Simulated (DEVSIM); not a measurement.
Structure: abrupt Ge p-n junction, at 400 K.

```csv
layer (left to right),material,thickness (μm),Nd (cm⁻³),Na (cm⁻³),τn (s),τp (s)
1,Ge,0.280,-,1.4e15,4.9e-6,4.9e-6
2,Ge,86.0,8.9e16,-,4.9e-6,4.9e-6
```

Left contact: ohmic. Right contact: ohmic. Voltage is applied to the left contact. Recombination: SRH at mid-gap, Auger. Mobility is μmin + (μ − μmin)/(1 + (N/Nref)^α).

Constants are typed, rounded textbook-type inputs, not results; the design itself was drawn at random and stands for no fabricated device. Values at 300 K; Nc and Nv go as T^1.5, mobilities as T to minus their exponent, the gap by Varshni's rule with the affinity fixed.

```
parameter               Ge
----------------  --------
gap (eV)             0.664
affinity (eV)            4
permittivity            16
Nc (cm⁻³)          1.04e19
Nv (cm⁻³)             6e18
μn (cm²/Vs)           3900
μp (cm²/Vs)           1900
μn,min                 150
μp,min                 100
Nref,n              2.6e17
Nref,p                4e17
αn                    0.56
αp                     0.6
T exponent of μn      1.66
T exponent of μp      2.33
Cn (cm⁶/s)           1e-31
Cp (cm⁶/s)           1e-31
Varshni α (eV/K)  0.000477
Varshni β (K)          235
```

DEVSIM, 1D drift-diffusion, Boltzmann statistics, complete ionisation; no tunnelling, impact ionisation, image-force lowering or self-heating.

Problem. Give the dark forward current.

Solution. 
| V (V) | J (A/cm²) |
|---|---|
| 0.05 | 120 |
| 0.10 | 240 |
| 0.15 | 370 |
| 0.20 | 490 |
| 0.25 | 610 |
| 0.30 | 740 |
| 0.35 | 860 |
| 0.40 | 980 |
| 0.45 | 1100 |
| 0.50 | 1200 |
| 0.55 | 1400 |
| 0.60 | 1500 |
| 0.65 | 1600 |
| 0.70 | 1700 |
| 0.75 | 1900 |
| 0.80 | 2000 |
| 0.85 | 2100 |
